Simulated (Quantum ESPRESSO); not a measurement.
**Effort and miss along a sweep of ecutwfc: Bi2Te3 (R-3m, 5 atoms in the cell)**

```yaml
crystal:
  lattice:
    - [2.21105, -1.27655, 10.76211]
    - [0.00000, 2.55310, 10.76211]
    - [-2.21105, -1.27655, 10.76211]
  atoms:
    - { symbol: Bi, position: [0.60317, 0.60317, 0.60317] }
    - { symbol: Bi, position: [0.39683, 0.39683, 0.39683] }
    - { symbol: Te, position: [0.78319, 0.78319, 0.78319] }
    - { symbol: Te, position: [0.21681, 0.21681, 0.21681] }
    - { symbol: Te, position: [0.00000, 0.00000, 0.00000] }
```

Computed with PBE, GBRV 1.5 ultrasoft (PBE) pseudopotentials (plane waves; Quantum ESPRESSO 7.5).

Base settings: ecutwfc = 40 Ry; ecutrho = 200 Ry; occupations = smearing; smearing = gaussian; degauss = 0.00147 Ry; potentials = {Bi: bi_pbe_v1.uspp.F.UPF, Te: te_pbe_v1.uspp.F.UPF}; K_POINTS = automatic 5 5 5 0 0 0; conv_thr = 1e-10 Ry.

Misses are taken against the tightest run, 46 Ry (ecutrho: 200 Ry → 230 Ry), which need not be fully converged itself. The energy is the free energy per atom.

The count of work is k-points × plane waves × bands × iterations; it is no time, and leaves out set-up, grids and terms that scale otherwise. Core times come from one kind of shared machine and are given to one figure; runs under 30 s give none.

The starting cell comes from a database of computed structures (which also holds hypothetical and non-ambient phases and stackings), without a prior relaxation at this level. Its lattice was rescaled by a random factor within 2.5 % of one.

The runs (ecutwfc): 16 Ry (ecutrho: 200 Ry → 80 Ry) | 20 Ry (ecutrho: 200 Ry → 100 Ry) | 24 Ry (ecutrho: 200 Ry → 120 Ry) | 28 Ry (ecutrho: 200 Ry → 140 Ry) | 32 Ry (ecutrho: 200 Ry → 160 Ry) | 36 Ry (ecutrho: 200 Ry → 180 Ry) | 40 Ry | 46 Ry (ecutrho: 200 Ry → 230 Ry).

Problem. For at most 0.3 times the reference's count of work, which run misses the energy least?

Solution. 20 Ry (ecutrho: 200 Ry → 100 Ry), with a miss of 160 meV/atom at a count of 0.27.

Problem. What does the step from 16 Ry (ecutrho: 200 Ry → 80 Ry) to 32 Ry (ecutrho: 200 Ry → 160 Ry) buy?

Solution. It takes the miss in the energy from 190 to 18 meV/atom, for 3.0 times the count of work and roughly 7 times the time.

| ecutwfc | energy less reference (meV/atom) | pressure less reference (GPa) | largest difference in the force on any atom (eV/Å) | count of work / reference | core time / reference (rough) |
|---|---|---|---|---|---|
| 16 Ry (ecutrho: 200 Ry → 80 Ry) | 194.43 | 0.50 | 0.066 | 0.21 | 0.08 |
| 20 Ry (ecutrho: 200 Ry → 100 Ry) | 160.01 | -1.34 | 0.001 | 0.27 | 0.10 |
| 24 Ry (ecutrho: 200 Ry → 120 Ry) | 60.98 | -1.28 | 0.005 | 0.38 | 0.3 |
| 28 Ry (ecutrho: 200 Ry → 140 Ry) | 19.80 | -0.16 | 0.008 | 0.48 | 0.4 |
| 32 Ry (ecutrho: 200 Ry → 160 Ry) | 18.28 | 0.09 | 0.001 | 0.63 | 0.5 |
| 36 Ry (ecutrho: 200 Ry → 180 Ry) | 15.29 | -0.14 | 0.000 | 0.69 | 0.5 |
| 40 Ry | 6.98 | -0.19 | 0.000 | 0.81 | 0.6 |
| 46 Ry (ecutrho: 200 Ry → 230 Ry) | 0.00 | 0.00 | 0.000 | 1.0 | 1 |

The last two settings still differ by 7.0 meV/atom, so the table cannot show that the reference is converged.
